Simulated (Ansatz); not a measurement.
Take BN in the zinc blende structure (space group F-43m, No. 216; a = 3.581 Å) as the base. Axes: x, y, z lie along the cube axes.

Level of theory: Kohn–Sham DFT with the LDA functional, run in Ansatz (a first-principles code) with PAW and 420 eV plane waves, without spin-orbit coupling.

Base values:

The valence-band top at Γ comes out as 0.00, 0.00, 0.00 eV and the pressure comes out as -0.1 kbar. The band gap is 4.39 eV.

Now apply this change: tensor shear ε_xy = +2.00 % (engineering shear γ = 0.0400); the atoms relax in the strained cell.

**Question.** Predict the new valence-band top at Γ.

**Answer.** The valence-band top at Γ (three highest levels, from the VBM) becomes 0.00, -0.15, -0.25 eV (base: 0.00, 0.00, 0.00 eV).

**Question.** What happens to the pressure?

**Answer.** The pressure (mean of the normal stresses, compression positive) rises by 6.6 kbar (-0.1 kbar → 6.5 kbar).

**Question.** What happens to the band gap?

**Answer.** The band gap falls by 0.23 eV (4.39 eV → 4.16 eV).

**Question.** Estimate the effect on the energy relative to the base.

**Answer.** The energy goes up by 14 meV/atom.

Semilocal Kohn–Sham gaps tend to fall short of experiment. Stability against distortions was not tested.
